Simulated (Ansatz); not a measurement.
Base system: As (space group R-3m, No. 166; a = 3.7449 Å, c = 9.7546 Å (hexagonal axes); layered; relaxed with 0.1 eV smearing). Axes: x lies along a and z along c of the hexagonal cell.

Computed with Ansatz (an electronic-structure program), PBEsol-D3(BJ), PAW, cutoff 420 eV, no spin-orbit coupling.

Before the change:

| Quantity | Value |
|---|---|
| Pressure | 0.0 GPa |
| Shortest interatomic distance | 2.518 Å |

It is then changed as follows: a pure shear with ε_xy = ε_yx = -0.0347; the atoms relax in the strained cell.

Q: What happens to the energy relative to the base, pressure, shortest interatomic distance and largest internal atomic displacement?

A: The energy grows by 16 meV/atom; the pressure (mean of the normal stresses, compression positive) goes from zero to 0.3 GPa; the shortest interatomic distance falls by 0.035 Å (2.518 Å → 2.483 Å); the largest internal atomic displacement is 0.013 Å.

Whether these cells are dynamically stable was not tested.
